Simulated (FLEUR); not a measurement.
Worked example: self-consistent single point of ZnRh₃ (I4/mmm, 4 atoms in the cell) in FLEUR.

Method of the run: LDA (Vosko-Wilk-Nusair), all-electron FLAPW (FLEUR), scalar-relativistic valence run with FLEUR.

The change in words: lattice scaled by 0.98. Reference geometry:
```
CELL_PARAMETERS angstrom
     -1.85828     1.85828     3.70863
      1.85828    -1.85828     3.70863
      1.85828     1.85828    -3.70863
ATOMIC_POSITIONS crystal
  Zn 0.00000 0.00000 0.00000
  Rh 0.75000 0.25000 0.50000
  Rh 0.25000 0.75000 0.50000
  Rh 0.50000 0.50000 0.00000
```

Reference input (self-consistent single point, DFT, LDA (Vosko-Wilk-Nusair), all-electron FLAPW (FLEUR), scalar-relativistic valence): Kmax = 4.4 1/bohr; GmaxXC = 17.6 1/bohr; xcFunctional = vwn; jspins = 1; l_soc = F; mode = gauss; fermiSmearingEnergy = 0.00183747 Htr; mesh (inpgen div1-3) = 11 11 11; inpgen gamma flag = false; Gmax = 17.6 1/bohr; numbands = 0; maxIterBroyd = 25. This run's input differs from it in these lines:

```diff
@@ -3,6 +3,6 @@
 &input film=f /
--0.4088296284 0.4088296284 0.8159146217
-0.4088296284 -0.4088296284 0.8159146217
-0.4088296284 0.4088296284 -0.8159146217
-8.5894909002
+-0.4088295986 0.4088295986 0.8159146515
+0.4088295986 -0.4088295986 0.8159146515
+0.4088295986 0.4088295986 -0.8159146515
+8.4176997549
 1.0 1.0 1.0
@@ -46,5 +46,5 @@
          <bravaisMatrix>
-            <row-1>   -3.5116383728739473     3.5116383728739473     7.0082912184322748</row-1>
-            <row-2>    3.5116383728739473    -3.5116383728739473     7.0082912184322748</row-2>
-            <row-3>    3.5116383728739473     3.5116383728739473    -7.0082912184322748</row-3>
+            <row-1>   -3.4414048119310849     3.4414048119310849     6.8681245619508680</row-1>
+            <row-2>    3.4414048119310849    -3.4414048119310849     6.8681245619508680</row-2>
+            <row-3>    3.4414048119310849     3.4414048119310849    -6.8681245619508680</row-3>
          </bravaisMatrix>
```

The program printed (abridged):

```
 Iteration:     1   Distance:      17.81048508 me/bohr^3
 Iteration:     2   Distance:      15.50930303 me/bohr^3
 Iteration:     3   Distance:       6.91501761 me/bohr^3
 Iteration:     4   Distance:       5.06148325 me/bohr^3
 Iteration:     5   Distance:       3.60928693 me/bohr^3
   [... 10 lines left out ...]
 Iteration:    16   Distance:       0.00006309 me/bohr^3
 Iteration:    17   Distance:       0.00002150 me/bohr^3
 Iteration:    18   Distance:       0.00001358 me/bohr^3
 Iteration:    19   Distance:       0.00000127 me/bohr^3
 Run finished successfully
 Stop message:
   Structural relaxation: Done

[file out, last iteration]
             iter=     20
[...]
          total density-effective poten   -2.6317238496E+04
          total charge density-energy d   -4.7237834612E+02
 Updated energy parameters for spin:           1
[...]
 fermi energy and band-weighting factors:

[...]
FERMIE:
          first approx. to ef    (T=0)  :   0.584731 htr   (energy of the highest occ. eigenvalue)
          number of occ. states  (T=0)  :       3581
          first approx. to seigv (T=0)  :  -3.787706 htr
          sum of weights of occ. states :  28.503381
          sum of semicore charge        :   0.000000 e
          fermi energy=   0.58475 har   work function= -15.91174 ev
          number of valence electrons=  57.00000
     band-weighting factor for spin=    1
   [... lines left out ...]
     k-point=   64
     k-point=   65
     k-point=   66
     k-point=   67
     k-point=   68
     k-point=   69
     k-point=   70
     k-point=   71
     k-point=   72
     k-point=   73
     k-point=   74
     k-point=   75
     k-point=   76
     k-point=   77
     k-point=   78
     k-point=   79
     k-point=   80
     k-point=   81
     k-point=   82
     k-point=   83
     k-point=   84
     k-point=   85
     k-point=   86
      0.012 0.
```

The run converged in 19 iterations. FLEUR gives forces in its relaxation mode, with a further iteration, so its stop message speaks of a relaxation. Against the reference run the total energy goes up by 74.1 meV/atom.

The starting cell comes from a database of computed structures (which also holds hypothetical and non-ambient phases and stackings), without a prior relaxation at this level. Its lattice was rescaled by a random factor within 2.5 % of one. For this run, on top of that: lattice scaled by 0.98. Spin polarisation is off. Values depend on the basis (sphere radii, cutoffs, local orbitals), which need not be converged.

Cost on one core of a shared machine: roughly 9 min.
